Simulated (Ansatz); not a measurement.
The starting structures come from a database of crystals and need not be the phases stable at ambient conditions.

Given:

```
CdTe
1.0
    4.67575     0.00000     0.00000
    2.29233     4.07528     0.00000
    0.00000     0.00000     7.63690
Cd Te
2 2
Direct
  0.15153   0.15153   0.00017
  0.84847   0.84847   0.50017
  0.81781   0.81781   0.12483
  0.18219   0.18219   0.62483
```

Space group of this cell: Cmc2_1. The cell is taken as given; by r2SCAN its mean pressure is -1.2 GPa.

These are r2SCAN (plane waves, PAW; Ansatz, a quantum-chemistry and plane-wave program) values and carry that method's errors.

The current runs along the normal of the first two printed vectors; no spin-orbit coupling. Scaled by the factor s: the length along the current (ions clamped). Meshes 8×8×4 and 8×8 across the current in all rows.

```json
[
 {"s": "0.97", "mean pressure (GPa)": "0.0", "band gap (eV)": "1.21"},
 {"s": "1.00", "mean pressure (GPa)": "-1.2", "band gap (eV)": "1.11"},
 {"s": "1.03", "mean pressure (GPa)": "-2.1", "band gap (eV)": "?"}
]
```

Q: Take the slope of the band gap against ln s from the two given rows, extrapolate to s = 1.03, and say what the run there gives.

A: Slope = (1.21 − 1.11) / ln 0.97 = -3.28 eV. The line gives 1.11 + (-3.28) × ln 1.03 = 1.01 eV. The run gives 0.99 eV, 0.02 eV under the line, 24 % of the predicted step.
